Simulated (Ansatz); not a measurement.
Br on the 1x1 (110) surface of bcc Mo, one in a 2x2 cell, energies for each (28.3 Å²). Energies are against ½ Br2(g), without zero-point or thermal terms; each row is named by its start.

Calculation: PBE (plane waves to 420 eV, PAW; Ansatz, a quantum-chemistry and plane-wave program).

**Question.** Which site binds most strongly?
(A) bridge Mo-Mo (span 2.7 Å)
(B) bridge Mo-Mo (span 3.2 Å)
(C) top Mo
(D) hollow Mo-Mo-Mo

**Answer.** D, hollow Mo-Mo-Mo. Adsorption energies: hollow Mo-Mo-Mo -2.63 eV; bridge Mo-Mo (span 3.2 Å) -2.49 eV; bridge Mo-Mo (span 2.7 Å) -2.45 eV; top Mo -1.99 eV.
